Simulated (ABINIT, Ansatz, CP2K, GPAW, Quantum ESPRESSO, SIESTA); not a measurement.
## Cd (P6_3/mmc, 2 atoms in the cell) computed with different codes at matched settings

Self-consistent single point, at a second geometry (lattice scaled by 0.98). First geometry:

```
CELL_PARAMETERS angstrom
      1.50192    -2.60140     0.00000
      1.50192     2.60140     0.00000
      0.00000     0.00000     5.66496
ATOMIC_POSITIONS crystal
  Cd 0.33333 0.66667 0.25000
  Cd 0.66667 0.33333 0.75000
```

Shared settings, as Ansatz (a first-principles code) writes them: kpoints.mp_grid.grid = 13 13 6; scf.occupations.method = gaussian; scf.occupations.width = 0.1 eV. Potentials and cutoffs stand in the table.

| code | model | ΔF from the first geometry (meV/atom) | pressure (GPa) | cutoff |
|---|---|---|---|---|
| GPAW | PBE, GPAW PAW datasets PBE (gpaw-data 1.0.1) | 21.3 | 4.64 | 600 eV |
| CP2K | PBE, GPW, DZVP-MOLOPT-SR-GTH basis, GTH-PBE potentials (GTH_POTENTIALS) | 34.0 | 6.44 | grid 500 Ry |
| SIESTA | GGA PBE, numerical atomic orbitals DZP, PseudoDojo PBE standard norm-conserving potentials (rewritten from UPF to PSML) | -38.2 | -2.11 | grid 350 Ry |
| Quantum ESPRESSO | PBE, SSSP 1.1.2 precision (PBE) pseudopotentials | 25.5 | 4.51 | 55 Ry |
| Ansatz | PBE, default PAW files | 25.7 | 5.17 | default |
| ABINIT | PBE, PAW (JTH v2.0 PBE PAW) | 25.6 | 5.07 | 40 Ry |

For Quantum ESPRESSO (by 0.7 GPa) the energy change implies a higher mean pressure, against the two pressures, than for the other programs: a sign of finite-basis (Pulay) stress.

The spread over the programs that give each value: ΔF from the first geometry within 72.2 meV/atom; pressure within 8.55 GPa.

CP2K and SIESTA use small atom-centred bases, whose incompleteness enters pressures, forces and empty levels differently from a plane-wave cutoff. Ansatz's pressure is given at a fixed set of plane waves, as the other plane-wave codes print theirs; with its correction for the finite basis it is 5.23 GPa. In the pressure, CP2K (by 1.59) and SIESTA (by 6.96) lie more than 1 GPa from the median of the plane-wave programs.

The starting cell has typed, rounded lattice constants, without a prior relaxation at this level. Its lattice was rescaled by a random factor within 2.5 % of one. For this run, on top of that: lattice scaled by 0.98.

Left out of this page: Elk and FLEUR (not drawn, or without a comparable value).

Keys are those of Ansatz 0.2.
